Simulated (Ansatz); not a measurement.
The reference is GaN in the zinc blende structure (space group F-43m, No. 216; a = 4.498 Å). Axes: x, y, z lie along the cube axes.

The values are results of Kohn–Sham DFT with the r2SCAN functional, run in Ansatz (a quantum-chemistry and plane-wave program) with PAW and 500 eV plane waves, spin-orbit coupling left out, not measurements.

Base values:

The valence-band top at Γ is 0.00, 0.00, 0.00 eV, the band gap is 2.17 eV and the pressure is 0.00 GPa.

It is then changed as follows: uniaxial strain ε_zz = +1.50 %, all other strain components held at zero; the atoms relax in the strained cell.

Q: Predict the new valence-band top at Γ.

A: The valence-band top at Γ (three highest levels, from the VBM) becomes 0.00, 0.00, -0.07 eV (base: 0.00, 0.00, 0.00 eV).

Q: What does the calculation give for the band gap after the change?

A: The band gap falls by 0.125 eV (2.17 eV → 2.04 eV).

Q: What happens to the pressure?

A: The pressure (mean of the normal stresses, compression positive) goes from zero to -2.85 GPa.

Stability against distortions was not tested. This is not the structure that GaN has at room temperature and ambient pressure.
